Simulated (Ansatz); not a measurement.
Base system: Mg$_{3}$PbO in the anti-perovskite structure (space group Pm-3m, No. 221; a = 4.385 Å; a hypothetical phase, not in the database extracts checked).

Levels (all Ansatz, an electronic-structure program, PAW): PBEsol (420 eV, no spin-orbit coupling); r2SCAN (500 eV, scalar-relativistic without spin-orbit coupling).

The geometry is relaxed with PBEsol.

```
Quantity           Value
---------------  -------
PBEsol pressure  0.0 GPa
```

With r2SCAN at the same geometry, the pressure goes from zero to -0.4 GPa.

Single points use the geometry relaxed with PBEsol. Their cutoffs differ, which shifts pressures a little. Whether these cells are dynamically stable was not tested. The final runs are not spin-polarised.
